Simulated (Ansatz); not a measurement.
Effect of tensor shear ε_xz = +0.40 % on ZnCu2SnS4

The parent structure is ZnCu2SnS4 (space group I-4, No. 82; a = 5.374 Å, c = 10.755 Å). Axes: x, y, z lie along a, b, c of the conventional cell.

One thing is altered: tensor shear ε_xz = +0.40 % (engineering shear γ = 0.0080); the atoms relax in the strained cell.

Computed with PBEsol/PAW in Ansatz (an electronic-structure program), spin-orbit coupling left out. Settings: 9×9×9 k-points, 0.05 eV Fermi–Dirac smearing.

```json
[
 {"quantity": "space group", "base": "I-4 (No. 82)", "changed": "P1 (No. 1)", "shift": "–"},
 {"quantity": "shortest interatomic distance", "base": "2.271 Å", "changed": "2.271 Å", "shift": "0.000 Å"},
 {"quantity": "energy relative to the base (free energy F)", "base": "0 meV/atom", "changed": "+0.2 meV/atom", "shift": "+0.2 meV/atom"},
 {"quantity": "pressure (mean of the normal stresses, compression positive)", "base": "-0.1 kbar", "changed": "-0.1 kbar", "shift": "0.0 kbar"},
 {"quantity": "band gap (uncertain: the Fermi level lies in a band; both cells)", "base": "0.11 eV", "changed": "0.11 eV", "shift": "0.00 eV"},
 {"quantity": "stress (xx, yy, zz, yz, xz, xy; compression positive)", "base": "–", "changed": "(-0.01, -0.01, -0.01, 0.00, -0.35, 0.00) GPa", "shift": "–"}
]
```

Whether these cells are dynamically stable was not tested. All final runs are without spin polarisation. The zero or small gap of ZnCu2SnS4 can change with the level of theory.
